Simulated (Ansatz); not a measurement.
Consider the following.

```
CELL_PARAMETERS angstrom
      7.60368     0.00000     0.00000
      3.80184     6.58498     0.00000
      3.80184    -2.19499     3.30032
ATOMIC_POSITIONS crystal
  Tl 0.00000 0.00000 0.00000
  Sn 0.00000 0.50000 0.50000
  Cl 0.00000 0.50000 0.00000
  Cl 0.50000 0.50000 0.00000
  Cl 0.50000 0.00000 0.00000
```

No spin polarisation.

Computed with plane-wave PAW DFT at the r2SCAN level (Ansatz, a quantum-chemistry and plane-wave program, 500 eV), no spin-orbit coupling. k-mesh 6×6×6 (Γ-centred); smearing 0.05 eV (Fermi–Dirac).

### Question
What is the computed pressure (mean of the normal stresses, compression positive)?

### Answer
0.26 GPa.

### Question
What is the computed hole mass?

### Answer
0.076 mₑ (at R).

With Tl present, leaving out spin-orbit coupling can change the band edges. The levels and masses belong to the bands next to the band gap. The cells carry an imposed strain or load. Effective masses come from finite differences of ±0.01 Å⁻¹. Stability against distortions was not tested. The cell was made from TlSnCl$_{3}$ in the cubic perovskite structure (space group Pm-3m, No. 221; a hypothetical phase, not in the database extracts checked) by this change: biaxial strain −2.38 %, plane normal [111], relaxed out of plane. Many cubic perovskites are stable only at high temperature; tilts and polar distortions were not tested.
